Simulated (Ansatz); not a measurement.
The starting structures come from a database of crystals and need not be the phases stable at ambient conditions.

The decay constant κ of evanescent states in the gap governs leakage through a thin film.

Input:

```
CELL_PARAMETERS angstrom
      5.61036     0.00000     0.00000
      0.12414     9.42975     0.00000
     -1.58762    -0.05296     5.38078
ATOMIC_POSITIONS crystal
  Zr 0.11570 0.80180 0.88430
  Zr 0.88430 0.19820 0.11570
  Zn 0.50000 0.00000 0.50000
  Ag 0.69250 0.61560 0.30750
  Ag 0.30750 0.38440 0.69250
  F  0.00000 0.00000 0.00000
  F  0.82030 0.87600 0.59210
  F  0.17970 0.12400 0.40790
  F  0.59210 0.12400 0.82030
  F  0.40790 0.87600 0.17970
  F  0.33500 0.85540 0.66500
  F  0.66500 0.14460 0.33500
  F  0.90510 0.72340 0.09490
  F  0.09490 0.27660 0.90510
  F  0.99620 0.62540 0.63980
  F  0.00380 0.37460 0.36020
  F  0.63980 0.37460 0.99620
  F  0.36020 0.62540 0.00380
  F  0.50000 0.50000 0.50000
```

Space group of this cell: C2/m. The cell is taken as given; by r2SCAN its mean pressure is -5.1 GPa.

Transport runs along the normal of the first two printed cell vectors.

The gap is the functional's own. No spin-orbit coupling. Mid-gap values are interpolated on the energy grid.

Problem. Predict the band gap and the smallest decay constant κ at mid-gap from r2SCAN run with Ansatz (a program for electronic structure).

Solution. Gap 0.39 eV on a 6×4×6 mesh; κ = 0.214 1/Å, at (0.500, 0.500) of the in-plane reciprocal vectors. At the zone centre, at the nearest computed energy, the slowest state has κ = 0.25 1/Å.
